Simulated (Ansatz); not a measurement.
GaAl₃As₄ (model structure, P-4m2, No. 115, 8 atoms in the cell), treated with PBE+SOC (PAW; Ansatz, a first-principles code).

Numerical settings: plane-wave cutoff 520 eV, 8×8×4 k mesh (along the axes of the cell as run), Fermi–Dirac smearing 0.01 eV, PAW data made under PBE.

Cell (relaxed with PBEsol):

```
CELL_PARAMETERS angstrom
      4.01150     0.00000     0.00000
      0.00000     4.01150     0.00000
      0.00000     0.00000    11.33522
ATOMIC_POSITIONS crystal
  Ga 0.00000 0.00000 0.00000
  As 0.50000 0.00000 0.12489
  Al 0.50000 0.50000 0.24965
  As 0.00000 0.50000 0.37480
  Al 0.00000 0.00000 0.50000
  As 0.50000 0.00000 0.62520
  Al 0.50000 0.50000 0.75035
  As 0.00000 0.50000 0.87511
```

**Question.** Give the computed band gap and smallest direct gap on the k points sampled.

**Answer.** 
* **band gap**: 1.35 eV
* **smallest direct gap on the k points sampled**: 1.36 eV

Note: the relaxation could raise the start's symmetry but not lower it, so the cell can be a saddle point; cell and atoms aren't relaxed at this level (largest force component 0.09 eV/Å, pressure 2.3 GPa).

A model structure was made by putting elements into a prototype or built by hand; it is no filed structure, need not be a known phase, and can be a saddle point held by its symmetry.
